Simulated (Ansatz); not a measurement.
Band structure of CuI (F-43m, 2 atoms in the cell).

```yaml
crystal:
  lattice:
    - [0.00000, 3.02500, 3.02500]
    - [3.02500, 0.00000, 3.02500]
    - [3.02500, 3.02500, 0.00000]
  atoms:
    - { symbol: Cu, position: [0.00000, 0.00000, 0.00000] }
    - { symbol: I, position: [0.25000, 0.25000, 0.25000] }
```

Method: PBE (plane waves, PAW; Ansatz, a quantum-chemistry and plane-wave program).

Settings: basis.ecutwfc = 30.9 Ry; kpoints.mp_grid.grid = 5 5 5; hamiltonian.xc = pbe; hamiltonian.pseudopotentials = {kind: paw} (the program's default PAW files); scf.occupations.method = fermi_dirac; scf.occupations.width = 0.0007 Ry; kpoints.band_path.npoints = 8.

The starting cell has typed, rounded lattice constants, without a prior relaxation at this level. Spin-orbit coupling is off.

Problem. Predict the gap along the standard path and the places of the band edges.

Solution. The gap along the path is 1.14 eV, direct at Γ to within 0.01 eV.

Levels in eV from the top of the valence band on the path, bands 15 to 21:
```json
[
 {"point": "Γ", "15": "-1.88", "16": "0.00", "17": "0.00", "18": "0.00", "19": "1.14", "20": "4.87", "21": "4.87"},
 {"point": "X", "15": "-1.82", "16": "-1.79", "17": "-1.52", "18": "-1.52", "19": "2.69", "20": "2.89", "21": "9.21"},
 {"point": "W", "15": "-1.93", "16": "-1.79", "17": "-1.62", "18": "-1.28", "19": "4.51", "20": "4.65", "21": "6.02"},
 {"point": "K", "15": "-1.85", "16": "-1.74", "17": "-1.53", "18": "-1.26", "19": "3.08", "20": "4.63", "21": "7.56"},
 {"point": "L", "15": "-1.85", "16": "-1.80", "17": "-0.72", "18": "-0.72", "19": "2.14", "20": "5.41", "21": "5.41"},
 {"point": "U", "15": "-1.85", "16": "-1.74", "17": "-1.53", "18": "-1.26", "19": "3.08", "20": "4.63", "21": "7.56"}
]
```

Keys are those of Ansatz 0.2.
